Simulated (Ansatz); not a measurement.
Li on the F site in rock-salt LiF (start: the F site; 64-site cell, 2×2×2 shifted sampling), charge +2. Computed with PBE, PAW (plane waves to 420 eV; Ansatz, an electronic-structure program).

| Item | Value |
|---|---|
| total energy of the defect cell | -31921.8355 eV |
| total energy of the perfect cell | -32517.4691 eV |
| μ(F) in F2 molecule in a box, atoms added −1 | -805.5935 eV |
| μ(Li) in bcc Li, atoms added +1 | -204.6867 eV |
| Δμ(F), F-rich | 0.000 eV |
| Δμ(Li), F-rich | -5.891 eV |
| valence-band maximum on the cell's zero | 0.763 eV |
| image correction with alignment | 0.570 eV |
| Fermi level above the maximum | 6.80 eV |

Work out the formation energy.

E_f = E(defect) − E(perfect) − Σ n μ + q (E_VBM + E_F) + E_corr = 595.634 − (595.016) + (15.127) + (0.570) = 16.31 eV.
